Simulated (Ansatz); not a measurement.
# CdSiP2, response to strain

Take CdSiP2 in the chalcopyrite structure (space group I-42d, No. 122; a = 5.6441 Å, c = 10.5000 Å) as the base. Axes: x, y, z lie along a, b, c of the conventional cell.

Strains are applied to the cell and any free atomic positions relax; under stress the whole cell relaxes.

Computed with PBEsol (Ansatz, a program for electronic structure; PAW; 420 eV plane waves; scalar-relativistic without spin-orbit coupling).

Candidates:
(a) strain tensor (xx, yy, zz, yz, xz, xy) = (+1.30, −0.59, −0.20, −1.07, −1.01, +0.15) %
(b) isotropic strain −2.31 %
(c) tensor shear ε_yz = −2.13 %
(d) isotropic strain +1.80 %
(e) uniaxial stress, 5 GPa compression along z

Notes on the quantities. energy relative to the base: free energy F.

Task: Order them by energy relative to the base, lowest first.

Result: (a) strain tensor (xx, yy, zz, yz, xz, xy) = (+1.30, −0.59, −0.20, −1.07, −1.01, +0.15) % (+4.0 meV/atom), (c) tensor shear ε_yz = −2.13 % (+6.4 meV/atom), (d) isotropic strain +1.80 % (+15 meV/atom), (b) isotropic strain −2.31 % (+28 meV/atom), (e) uniaxial stress, 5 GPa compression along z (+64 meV/atom)

Beyond what the load breaks, stability against distortions was not tested.
